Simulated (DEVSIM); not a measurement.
Structure: Al/Al2O3/p-Ge capacitor, at 250 K.

| layer (left to right) | material | thickness (nm) | Na (cm⁻³) |
|---|---|---|---|
| 1 | Al2O3 | 22.0 | - |
| 2 | Ge | 7100 | 7.1e15 |

Metal gate on the left, work function 4.1 eV. Fixed charge at the semiconductor interface 5.9e10 cm⁻² (in units of +e); no interface traps.

This is a model device: material constants are rounded textbook-type values typed into the input, and sizes, dopings and lifetimes were drawn at random. Values at 300 K; Nc and Nv go as T^1.5, mobilities as T to minus their exponent, the gap by Varshni's rule with the affinity fixed.

```
parameter         Al2O3        Ge
----------------  -----  --------
gap (eV)            6.8     0.664
affinity (eV)      1.35         4
permittivity          9        16
Nc (cm⁻³)             -   1.04e19
Nv (cm⁻³)             -      6e18
Varshni α (eV/K)      -  0.000477
Varshni β (K)         -       235
```

DEVSIM, 1D Poisson equation in equilibrium, Boltzmann statistics, complete ionisation; no quantum confinement or tunnelling. Metal contacts follow the ideal Schottky-Mott rule: no Fermi-level pinning, no interface dipoles.

Q: Tabulate band edges, carrier densities and field at -1.15 V on the gate.

A: Energies count from the Fermi level of the right contact; mesh points crowd at the junctions.

```json
[
 {"x (μm)": "0.000", "Ec (eV)": "3.900", "Ev (eV)": "-2.900", "n (cm⁻³)": "< 1e2", "p (cm⁻³)": "< 1e2", "field (V/cm)": "-260000"},
 {"x (μm)": "0.001645", "Ec (eV)": "3.857", "Ev (eV)": "-2.943", "n (cm⁻³)": "< 1e2", "p (cm⁻³)": "< 1e2", "field (V/cm)": "-260000"},
 {"x (μm)": "0.005370", "Ec (eV)": "3.761", "Ev (eV)": "-3.039", "n (cm⁻³)": "< 1e2", "p (cm⁻³)": "< 1e2", "field (V/cm)": "-260000"},
 {"x (μm)": "0.01304", "Ec (eV)": "3.562", "Ev (eV)": "-3.238", "n (cm⁻³)": "< 1e2", "p (cm⁻³)": "< 1e2", "field (V/cm)": "-260000"},
 {"x (μm)": "0.01995", "Ec (eV)": "3.383", "Ev (eV)": "-3.417", "n (cm⁻³)": "< 1e2", "p (cm⁻³)": "< 1e2", "field (V/cm)": "-260000"},
 {"x (μm)": "0.02182", "Ec (eV)": "3.334", "Ev (eV)": "-3.466", "n (cm⁻³)": "< 1e2", "p (cm⁻³)": "< 1e2", "field (V/cm)": "-260000"},
 {"x (μm)": "0.02329", "Ec (eV)": "0.665", "Ev (eV)": "-0.018", "n (cm⁻³)": "310000", "p (cm⁻³)": "2.0e18", "field (V/cm)": "-98000"},
 {"x (μm)": "0.02912", "Ec (eV)": "0.629", "Ev (eV)": "-0.054", "n (cm⁻³)": "1600000", "p (cm⁻³)": "3.8e17", "field (V/cm)": "-41000"},
 {"x (μm)": "0.04152", "Ec (eV)": "0.597", "Ev (eV)": "-0.086", "n (cm⁻³)": "7300000", "p (cm⁻³)": "8.5e16", "field (V/cm)": "-17000"},
 {"x (μm)": "0.07249", "Ec (eV)": "0.567", "Ev (eV)": "-0.116", "n (cm⁻³)": "3.0e7", "p (cm⁻³)": "2.1e16", "field (V/cm)": "-5500"},
 {"x (μm)": "0.1498", "Ec (eV)": "0.548", "Ev (eV)": "-0.135", "n (cm⁻³)": "7.1e7", "p (cm⁻³)": "8.8e15", "field (V/cm)": "-910"},
 {"x (μm)": "0.4727", "Ec (eV)": "0.543", "Ev (eV)": "-0.139", "n (cm⁻³)": "8.8e7", "p (cm⁻³)": "7.1e15", "field (V/cm)": "≈ 0"},
 {"x (μm)": "1.149", "Ec (eV)": "0.543", "Ev (eV)": "-0.139", "n (cm⁻³)": "8.8e7", "p (cm⁻³)": "7.1e15", "field (V/cm)": "≈ 0"},
 {"x (μm)": "2.838", "Ec (eV)": "0.543", "Ev (eV)": "-0.139", "n (cm⁻³)": "8.8e7", "p (cm⁻³)": "7.1e15", "field (V/cm)": "≈ 0"},
 {"x (μm)": "5.794", "Ec (eV)": "0.543", "Ev (eV)": "-0.139", "n (cm⁻³)": "8.8e7", "p (cm⁻³)": "7.1e15", "field (V/cm)": "≈ 0"},
 {"x (μm)": "6.591", "Ec (eV)": "0.543", "Ev (eV)": "-0.139", "n (cm⁻³)": "8.8e7", "p (cm⁻³)": "7.1e15", "field (V/cm)": "≈ 0"},
 {"x (μm)": "6.910", "Ec (eV)": "0.543", "Ev (eV)": "-0.139", "n (cm⁻³)": "8.8e7", "p (cm⁻³)": "7.1e15", "field (V/cm)": "≈ 0"},
 {"x (μm)": "7.038", "Ec (eV)": "0.543", "Ev (eV)": "-0.139", "n (cm⁻³)": "8.8e7", "p (cm⁻³)": "7.1e15", "field (V/cm)": "≈ 0"},
 {"x (μm)": "7.099", "Ec (eV)": "0.543", "Ev (eV)": "-0.139", "n (cm⁻³)": "8.8e7", "p (cm⁻³)": "7.1e15", "field (V/cm)": "≈ 0"},
 {"x (μm)": "7.113", "Ec (eV)": "0.543", "Ev (eV)": "-0.139", "n (cm⁻³)": "8.8e7", "p (cm⁻³)": "7.1e15", "field (V/cm)": "≈ 0"},
 {"x (μm)": "7.119", "Ec (eV)": "0.543", "Ev (eV)": "-0.139", "n (cm⁻³)": "8.8e7", "p (cm⁻³)": "7.1e15", "field (V/cm)": "≈ 0"},
 {"x (μm)": "7.122", "Ec (eV)": "0.543", "Ev (eV)": "-0.139", "n (cm⁻³)": "8.8e7", "p (cm⁻³)": "7.1e15", "field (V/cm)": "≈ 0"}
]
```
